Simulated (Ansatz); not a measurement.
**CrN (R-3m, No. 166, 4 atoms in the cell; start mp-1232560)**

These are PBEsol (Ansatz, a quantum-chemistry and plane-wave program, plane waves, PAW) values and carry that method's errors.

Settings: plane-wave cutoff 520 eV, 22×22×22 k mesh, Fermi–Dirac smearing 0.05 eV, spin-polarised start, scalar-relativistic PAW data made under PBE.

Cell (relaxed at this level):

```
CELL_PARAMETERS angstrom
      1.48521     0.85749     4.42709
     -1.48521     0.85749     4.42709
      0.00000    -1.71497     4.42709
ATOMIC_POSITIONS crystal
  Cr 0.50000 0.50000 0.50000
  Cr 0.00000 0.00000 0.00000
  N  0.75000 0.75000 0.75000
  N  0.25000 0.25000 0.25000
```

```json
{
  "band_gap": "zero (no gap)",
  "bulk modulus B0": "277 GPa"
}
```

Note: the magnetic order was assumed, not searched for or taken from measurement; the relaxation could not lower the start's symmetry, so the cell can be a saddle point above a distorted one; the bulk modulus is −V dP/dV from two relaxed cells at ±2 % in volume.

The computed numbers hold no vibrational or temperature effects.

Cost on a shared machine: roughly 16 core-minutes.

A start named mp-… is a Materials Project structure, which need not be a measured phase.
